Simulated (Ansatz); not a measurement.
Where the default PAW files enter, the runs use the earlier of Ansatz's two default sets.

Tunnelling through a barrier is set by its complex band structure: the current falls as exp(−2κd) with the smallest κ.

Data:

```
LiTaO3
1.0
    5.03128     0.00000     0.00000
    2.51564     4.35722     0.00000
    2.51564     1.45241     4.51332
Li Ta O
2 2 6
Cartesian
  7.54692   4.35722   3.83479
  2.51564   1.45241   1.57813
  2.51564   1.45241   4.50597
  5.03128   2.90481   2.24931
  3.41559   2.70522   3.18420
  5.66628   4.40384   3.18420
  6.01198   1.60537   3.18420
  4.13134   4.15763   0.92753
  4.39628   1.49903   0.92753
  6.56622   3.05778   0.92753
```

Space group of this cell: R3c. The cell is strained (all lengths scaled by 0.98); by PBEsol its mean pressure is 14.4 GPa.

Transport runs along the normal of the first two printed cell vectors, the (001) plane of the conventional cell.

No gap correction and no spin-orbit coupling; mid-gap values are interpolated between computed energies.

Give the band gap and the smallest decay constant κ at mid-gap that Ansatz (a quantum-chemistry and plane-wave program) with PBEsol yields.

Gap 4.10 eV on a 8×8×8 mesh; κ = 0.391 1/Å, at (0.083, 0.000) of the in-plane reciprocal vectors. At the zone centre, at the nearest computed energy, the slowest state has κ = 0.41 1/Å.
